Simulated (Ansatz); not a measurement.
The starting structures come from a database of crystals and need not be the phases stable at ambient conditions.

 Where the default PAW files enter, the runs use the earlier of Ansatz's two default sets.

Input:

```yaml
crystal:
  lattice:
    - [5.51621, 0.00000, 0.00000]
    - [-2.75811, 4.77718, 0.00000]
    - [2.75810, 1.59239, 4.86369]
  atoms:
    - { symbol: In, position: [0.71424, 0.35712, 0.92864] }
    - { symbol: In, position: [0.28576, 0.64288, 0.07136] }
    - { symbol: In, position: [0.28576, 0.14288, 0.57136] }
    - { symbol: In, position: [0.71424, 0.85712, 0.42864] }
    - { symbol: O, position: [0.20350, 0.25000, 0.25000] }
    - { symbol: O, position: [0.79649, 0.75000, 0.75000] }
    - { symbol: O, position: [0.50000, 0.95351, 0.25000] }
    - { symbol: O, position: [0.50000, 0.04650, 0.75000] }
    - { symbol: O, position: [0.79649, 0.54649, 0.25000] }
    - { symbol: O, position: [0.20350, 0.45350, 0.75000] }
```

Space group of this cell: R-3c, corundum. The cell is taken as given; by r2SCAN its mean pressure is -0.8 GPa.

Method: r2SCAN (plane waves, PAW; Ansatz, a first-principles code).

The current runs along the normal of the first two printed vectors; no spin-orbit coupling. Scaled by the factor s: both lengths across the current (ions clamped). Meshes 8×8×8 and 6×6 across the current in all rows.

| s | mean pressure (GPa) | slowest mid-gap decay constant κ (1/Å) |
|---|---|---|
| 0.98 | 7.5 | ? |
| 1.00 | -0.8 | 0.163 |
| 1.02 | -7.5 | 0.140 |

### Question
Take the slope of the slowest mid-gap decay constant κ against ln s from the two given rows, extrapolate to s = 0.98, and say what the run there gives.

### Answer
Slope = (0.140 − 0.163) / ln 1.02 = -1.16 1/Å. The line gives 0.163 + (-1.16) × ln 0.98 = 0.186 1/Å. The run gives 0.183 1/Å, 0.003 1/Å under the line, 15 % of the predicted step.
